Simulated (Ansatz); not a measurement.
We consider L1₂ (Cu3Au-type) CuAu3, described by r²SCAN (Ansatz, a program for electronic structure, PAW).

Settings: plane-wave cutoff 500 eV, 14×14×14 k mesh, Fermi–Dirac smearing 0.1 eV, no spin polarisation, scalar-relativistic PAW data made under PBE.

Computed at the level's own relaxed cell.

Question: Give the computed equilibrium volume per atom and equilibrium lattice constant a.

Answer: 
- equilibrium volume per atom = 16.12 Å³/atom
- equilibrium lattice constant a = 4.010 Å

The run finds no gap.

Spin–orbit coupling is not included; it can shift volumes and moduli of such heavy elements.

Computing time: about 120 core-seconds (a rough figure).
